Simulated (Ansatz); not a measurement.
Rb₂Te (Fm-3m, No. 225, 3 atoms in the cell; start mp-441), treated with HSE06+SOC in Ansatz (PAW).

Run with plane-wave cutoff 460 eV, 6×6×6 k mesh, Fermi–Dirac smearing 0.01 eV, PAW data made under PBE.

Cell (relaxed with PBEsol):

```
CELL_PARAMETERS angstrom
      0.00000     4.21636     4.21636
      4.21636     0.00000     4.21636
      4.21636     4.21636     0.00000
ATOMIC_POSITIONS crystal
  Rb 0.25000 0.25000 0.25000
  Rb 0.75000 0.75000 0.75000
  Te 0.00000 0.00000 0.00000
```

Question: Predict the band gap and smallest direct gap on the k points sampled.

Answer: 
- band gap = 2.54 eV (on the SCF k mesh) (indirect)
- smallest direct gap on the k points sampled = 2.76 eV

Note: cell and atoms aren't relaxed at this level (pressure 0.6 GPa).

Static lattice: no zero-point or thermal effects.

Computing time: very roughly 24 core-minutes.

A start named mp-… is a Materials Project structure, which need not be a measured phase.

Ansatz is a first-principles code.
